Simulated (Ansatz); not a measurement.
We consider WN2 (Fd-3m, No. 227, 6 atoms in the cell; start mp-1101173), described by LDA (plane waves, PAW; Ansatz, a first-principles code).

Numerical settings: plane-wave cutoff 520 eV, 8×8×8 k mesh, Fermi–Dirac smearing 0.01 eV, no spin polarisation, scalar-relativistic PAW data made under PBE.

Cell (relaxed with PBEsol):

```yaml
crystal:
  lattice:
    - [-3.00867, 3.00867, 4.25544]
    - [3.00867, -3.00867, 4.25544]
    - [3.00867, 3.00867, -4.25544]
  atoms:
    - { symbol: W, position: [0.50000, 0.50000, 0.00000] }
    - { symbol: W, position: [0.25000, 0.75000, 0.50000] }
    - { symbol: N, position: [0.87500, 0.62505, 0.25005] }
    - { symbol: N, position: [0.37495, 0.62500, 0.24995] }
    - { symbol: N, position: [0.37500, 0.62495, 0.74995] }
    - { symbol: N, position: [0.37505, 0.12500, 0.75005] }
```

Question: Give the computed band gap.

Answer: 
- band gap = 0.68 eV

Note: cell and atoms aren't relaxed at this level (pressure -2.0 GPa).

Spin–orbit coupling is not included.

A start named mp-… is a Materials Project structure, which need not be a measured phase.
